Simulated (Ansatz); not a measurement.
The reference is BN in the zinc blende structure (space group F-43m, No. 216; a = 3.605 Å). Axes: x, y, z lie along the cube axes.

The change: the cell is compressed by 5.48 % along z with no lateral relaxation, atoms relaxed at fixed cell.

Levels (all Ansatz, an electronic-structure program, PAW, earlier PAW set): PBEsol (420 eV, no spin-orbit coupling); r2SCAN (500 eV, no spin-orbit coupling).

The geometry is relaxed with PBEsol.

- PBEsol pressure = 23.93 GPa
- PBEsol band gap = 3.34 eV
- PBEsol smallest direct gap = 8.48 eV
- PBEsol electron mass = 0.77 mₑ along k, 0.30 mₑ across (at M)

Task: Predict the pressure, band gap, smallest direct gap and electron mass from r2SCAN.

Result: The pressure goes up by 1.90 GPa (23.93 GPa → 25.83 GPa); the band gap increases by 0.697 eV to 4.03 eV; the smallest direct gap goes up by 0.80 eV (8.48 eV → 9.28 eV); the electron mass goes from 0.77 mₑ along k, 0.30 mₑ across (at M) to 0.76 mₑ along k, 0.30 mₑ across (at M).

Single points use the geometry relaxed with PBEsol. Their cutoffs differ, which shifts pressures a little. The cells carry an imposed strain or load. Masses are band curvatures over ±0.01 Å⁻¹ around the edge. Along k means along the line from Γ to the band edge. Whether these cells are dynamically stable was not tested.
